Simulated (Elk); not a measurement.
Band structure of LiCa6Ge (Fm-3m, 8 atoms in the cell).

```xyz
8
Lattice="0.0000 5.0968 5.0968 5.0968 0.0000 5.0968 5.0968 5.0968 0.0000" Properties=species:S:1:pos:R:3 pbc="T T T"
Li     5.0968     5.0968     5.0968
Ca     0.0000     2.5484     2.5484
Ca     2.5484     5.0968     2.5484
Ca     5.0968     2.5484     2.5484
Ca     2.5484     0.0000     2.5484
Ca     2.5484     2.5484     5.0968
Ca     2.5484     2.5484     0.0000
Ge     0.0000     0.0000     0.0000
```

Method of the run: PBEsol, all-electron FP-LAPW, Elk's shipped species files, APW+lo basis with extra local orbitals (Elk).

Settings: xctype = 22; rgkmax = 7.5; stype = 0; swidth = 0.00734986 Ha; ngridk = 4 4 4; gmaxvr = 18 1/bohr; lmaxapw = 10; lmaxo = 8; nxlo = 2; lorbcnd = true; lradstp = 2; nrmtscf = 2; lmaxi = 4; maxscl = 100.

The starting cell comes from a database of computed structures (which also holds hypothetical and non-ambient phases and stackings), without a prior relaxation at this level. Values depend on the basis (sphere radii, cutoffs, local orbitals), which need not be converged.

Levels in eV from the Fermi level, bands 36 to 43:
| point | 36 | 37 | 38 | 39 | 40 | 41 | 42 | 43 |
|---|---|---|---|---|---|---|---|---|
| Γ | -0.72 | -0.55 | -0.55 | -0.55 | 0.19 | 0.22 | 0.22 | 0.93 |
| X | -1.18 | -0.53 | 0.12 | 0.12 | 0.38 | 1.10 | 1.18 | 1.32 |
| W | -0.83 | -0.62 | -0.62 | 0.29 | 0.29 | 1.16 | 1.19 | 1.20 |
| K | -0.74 | -0.52 | -0.24 | -0.03 | 0.38 | 1.09 | 1.13 | 1.14 |
| L | -0.71 | -0.49 | -0.49 | -0.41 | 0.25 | 0.83 | 0.83 | 0.98 |
| U | -0.74 | -0.52 | -0.24 | -0.03 | 0.38 | 1.09 | 1.13 | 1.14 |

Bands cross the Fermi level along this path, so the cell is metallic at this level.
